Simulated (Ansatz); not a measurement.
Input and output of a self-consistent single point for Y3As (Pnma, 16 atoms in the cell) (Ansatz, a quantum-chemistry and plane-wave program).

Level of theory: PBEsol, harder PAW files (source: ansatz) made with PBE (plane waves; Ansatz).

```
Y3As
1.0
    7.77289     0.00000     0.00000
    0.00000    10.30481     0.00000
    0.00000     0.00000     6.90703
Y As
12 4
Direct
  0.03600   0.25000   0.85200
  0.53600   0.25000   0.64800
  0.96400   0.75000   0.14800
  0.46400   0.75000   0.35200
  0.18600   0.06300   0.32800
  0.68600   0.43700   0.17200
  0.81400   0.56300   0.67200
  0.31400   0.93700   0.82800
  0.81400   0.93700   0.67200
  0.31400   0.56300   0.82800
  0.18600   0.43700   0.32800
  0.68600   0.06300   0.17200
  0.39000   0.25000   0.05000
  0.89000   0.25000   0.45000
  0.61000   0.75000   0.95000
  0.11000   0.75000   0.55000
```

Reference input (self-consistent single point, DFT, PBEsol, plane waves, default PAW files made with PBE): kpoints.mp_grid.grid = 4 3 5; hamiltonian.xc = pbesol; hamiltonian.pseudopotentials = {kind: paw} (the program's default PAW files); scf.occupations.method = gaussian; scf.occupations.width = 0.05 eV. This run's input differs from it in these lines:

Ansatz 0.2 input:
```diff
@@ -30,2 +30,3 @@
     kind: paw
+    source: ansatz
 scf:
```

Log, with long lists cut:

```
SCF iter   1: F=—  HF=-64812.887617 eV  |F-HF|=—  |Δ(HF+E_count)|=         —  Δρ=3.68e-2  dr2=1.90e1  ethr=3.10e-3  ⟨swp⟩=5.0  Hψ=8634  notcnv=0
all-band conjugate gradients solve this SCF's bands
preconditioner: auto → Kerker (q_TF=auto, 2.287 Å⁻¹)
SCF iter   2: F=—  HF=-64808.815389 eV  |F-HF|=—  |Δ(HF+E_count)|=    4.07e0  Δρ=1.85e-2  dr2=4.91e0  ethr=3.10e-3  ⟨swp⟩=3.0  Hψ=4173  notcnv=0  defer=191
   [... lines left out ...]
SCF iter   6: F=—  HF=-64807.032456 eV  |F-HF|=—  |Δ(HF+E_count)|=   1.57e-3  Δρ=1.18e-4  dr2=1.23e-4  ethr=2.15e-6  ⟨swp⟩=2.0  Hψ=3438  notcnv=0  defer=170
SCF iter   7: F=—  HF=-64807.032377 eV  |F-HF|=—  |Δ(HF+E_count)|=   7.96e-5  Δρ=3.66e-5  dr2=1.38e-5  ethr=6.39e-8  ⟨swp⟩=2.0  Hψ=3460  notcnv=0  defer=170
SCF iter   8: F=—  HF=-64807.032593 eV  |F-HF|=—  |Δ(HF+E_count)|=   2.16e-4  Δρ=7.85e-6  dr2=5.99e-7  ethr=7.19e-9  ⟨swp⟩=2.6  Hψ=3261  notcnv=0  defer=170
SCF iter   9: F=-64807.032593 eV  HF=-64807.032593 eV  |F-HF|=1.96e-8  |Δ(HF+E_count)|=   1.48e-7  Δρ=1.97e-6  dr2=3.34e-8  ethr=5.21e-11  ⟨swp⟩=16.6  Hψ=10452  notcnv=0
SCF 1 converged in 9 iterations: F = -64807.032593 eV  dr2 = 3.34e-8
Free energy (F): -64807.032593 eV
Internal energy: -64807.011916 eV  (E = F + TS)
E sigma→0 (E₀):  -64807.022254 eV
Entropy (-TS):   -0.020677 eV (-1.292 meV/atom)
Fermi energy:    8.074920 eV
--- Forces (eV/Å), atoms counted from 1 ---
  atom   1  Y      0.17546427    -0.00000000    -0.43313436
  atom   2  Y      0.17546427    -0.00000000     0.43313436
  atom   3  Y     -0.17546427     0.00000000     0.43313436
  atom   4  Y     -0.17546427     0.00000000    -0.43313436
  atom   5  Y     -0.25496173    -0.06194466     0.21943952
  atom   6  Y     -0.25496173     0.06194466    -0.21943952
  atom   7  Y      0.25496173    -0.06194466    -0.21943952
  atom   8  Y      0.25496173     0.06194466     0.21943952
   [... lines left out ...]
  atom  16  As     0.38144481    -0.00000000     0.27944166
--- Stress (GPa, compression-positive) ---
       -9.899538       0.000000       0.000000
        0.000000      -9.457088       0.000000
        0.000000       0.000000      -9.142283
  P = ⅓ Tr σ = -9.4996 GPa (-94.996 kbar)
  The stress holds the Pulay correction. Without it, at fixed plane waves, as pw.x and ABINIT print it: P = -9.5007 GPa
```

The run converged in 9 iterations. Against the reference run the pressure stays at -9.50 GPa and the largest force stays at 0.473 eV/Å. The full log also holds: “WARN basis.ecutwfc = 550 eV, the default”.

The starting cell was generated: these elements placed on a structure prototype, without a prior relaxation; it need not be a known phase or ordering of this composition. With a pressure of about -9 GPa the cell is away from its equilibrium volume at this level. Ansatz's pressure includes its estimate of the finite-basis (Pulay) stress.

Cost on one core of a shared machine: roughly 3 min.
